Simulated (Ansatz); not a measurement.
The starting structures come from a database of crystals and need not be the phases stable at ambient conditions.

Tunnelling through a barrier is set by its complex band structure: the current falls as exp(−2κd) with the smallest κ.

Given:

```xyz
12
Lattice="5.6842 0.0000 0.0000 2.8421 6.8761 0.0000 0.0000 2.3495 5.1759" Properties=species:S:1:pos:R:3 pbc="T T T"
K      2.8421     1.1748     2.5880
K      2.8421     5.2002     3.8820
Re     5.6842     4.0254     1.2940
Re     0.0000     0.0000     0.0000
O      1.2409     2.9564     4.1120
O      6.4022     5.4420     2.0138
O      4.4433     1.2004     0.2436
O      4.9663     6.7656     4.9298
O      4.4433     3.4185     2.3580
O      7.8084     7.8090     4.4562
O      1.2409     2.8250     1.0504
O      3.5601     6.4853     1.5402
```

Space group of this cell: I4_1/a. The cell is taken as given; by r2SCAN its mean pressure is -2.5 GPa.

Transport runs along the normal of the first two printed cell vectors, the (101) plane of the conventional cell.

No gap correction and no spin-orbit coupling; mid-gap values are interpolated between computed energies.

Compute, with r2SCAN run with Ansatz (a quantum-chemistry and plane-wave program), the band gap and the smallest decay constant κ at mid-gap.

Gap 4.43 eV on a 6×6×6 mesh; κ = 0.636 1/Å, at (0.000, 0.500) of the in-plane reciprocal vectors. At the zone centre, at the nearest computed energy, the slowest state has κ = 0.67 1/Å.
